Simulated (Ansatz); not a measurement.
The starting structures come from a database of crystals and need not be the phases stable at ambient conditions.

By PBEsol, the system below comes out a metal.

The ballistic (Sharvin) conductance counts the channels at the Fermi level: G/A = (e²/h) × channels of both spins per area.

Consider the following.

```xyz
2
Lattice="4.4962 0.0000 0.0000 -2.2481 3.8938 0.0000 2.2481 1.2979 1.8356" Properties=species:S:1:pos:R:3 pbc="T T T"
Ti     0.0000     2.5959     0.9178
Pt     0.0000     0.0000     0.0000
```

The cell is taken as given; by PBEsol it stands under a pressure of -6.9 GPa.

The current flows along the normal of the first two printed cell vectors, the (111) plane of the conventional cell. No spin-orbit coupling; the value is a mean over 0.1 eV about the Fermi level.

Q: Compute, with PBEsol run with Ansatz (a program for electronic structure), the ballistic conductance per area.

A: 1.4 × 10¹⁵ S/m² for both spins.
